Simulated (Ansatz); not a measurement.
## Ru on the 1x1 (10-10) surface of wurtzite ZnO (cut with top plane O + Zn), one in a 2x1 cell, started at the site 'bridge Zn-Zn (span 3.3 Å) #2'

Host crystal: wurtzite ZnO, with a band gap (PBE, scalar-relativistic without spin-orbit coupling).

These are PBE (plane waves to 420 eV, PAW; Ansatz, a program for electronic structure) values and carry that method's errors.

Set-up: 33 atoms, 9.4 Å thick at the start under the adsorbate (thin: gaps and levels are the slab's own); mesh 3x4x1; 0.01 eV smearing; dipole correction on; 16 atoms held, the rest relaxed; no symmetry held; spin-polarised, ending with about 2.1 μB a cell, a value that depends on the mesh; orders that need a larger cell were not tried, no spin-orbit, no U, no dispersion correction. The slab shows no gap over 0.04 eV on its mesh. At the end it is bonded to O + 3 Zn. In PBE it is, or lies within 0.03 eV of, the lowest of the starts that converged.

```json
{
 "energy of the end state, in which the adsorbate broke or entered a bond of the host, against an atom of hcp Ru": "4.56 eV",
 "work_function_of_the_top_face": "3.61 eV",
 "change_of_the_step_from_the_bottom_to_the_top_vacuum_level_against_the_clean_slab": "-1.32 eV",
 "energy_released_by_relaxation": "1.27 eV",
 "height of the binding atom over the mean of the host atoms within 0.3 Å of the top one": "1.501 Å",
 "largest_move_of_a_host_atom": "0.72 Å",
 "note": "in the relaxation the adsorbate left its starting site by 1.4 Å",
 "cost": "very roughly 50 core-minutes"
}
```

A negative adsorption energy means that the adsorbate is more stable on the surface than in its reference.
